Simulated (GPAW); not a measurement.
Band structure of Os (P6_3/mmc, 2 atoms in the cell).

```
Os
1.0
    1.36500    -2.36425     0.00000
    1.36500     2.36425     0.00000
    0.00000     0.00000     4.32000
Os
2
Direct
  0.33333   0.66667   0.25000
  0.66667   0.33333   0.75000
```

Computed with PBE, GPAW PAW datasets PBE (gpaw-data 1.0.1) (plane waves; GPAW 25.7.0).

Settings: mode = pw; ecut = 550 eV; xc = PBE; kpts = 11 11 6; mesh shift (steps) = 0 0 0; occupations.name = methfessel-paxton; occupations.width = 0.136 eV; occupations.order = 0; nbands = -6; convergence.density = 1e-05 e/electron; symmetry.symmorphic = false; symmetry.tolerance = 0.0005; maxiter = 150; bandpath_npoints = 40.

The starting cell has typed, rounded lattice constants, without a prior relaxation at this level. Spin-orbit coupling is off. Spin polarisation is off.

Levels in eV from the Fermi level, bands 11 to 18:
```json
[
 {"point": "Γ", "11": "-2.78", "12": "-2.17", "13": "-2.17", "14": "-1.50", "15": "-1.50", "16": "0.05", "17": "1.74", "18": "1.74"},
 {"point": "M", "11": "-2.86", "12": "-2.55", "13": "-1.84", "14": "2.13", "15": "2.69", "16": "2.79", "17": "4.52", "18": "5.82"},
 {"point": "K", "11": "-3.40", "12": "-3.40", "13": "-1.30", "14": "1.54", "15": "1.54", "16": "2.11", "17": "5.45", "18": "5.45"},
 {"point": "A", "11": "-3.20", "12": "-3.20", "13": "-3.20", "14": "-3.20", "15": "0.96", "16": "0.96", "17": "0.96", "18": "0.96"},
 {"point": "L", "11": "-1.16", "12": "-1.16", "13": "-0.12", "14": "-0.12", "15": "2.47", "16": "2.47", "17": "3.38", "18": "3.38"},
 {"point": "H", "11": "-3.40", "12": "-3.40", "13": "-1.33", "14": "-1.33", "15": "1.70", "16": "1.70", "17": "8.43", "18": "8.43"}
]
```

Bands cross the Fermi level along this path, so the cell is metallic at this level.
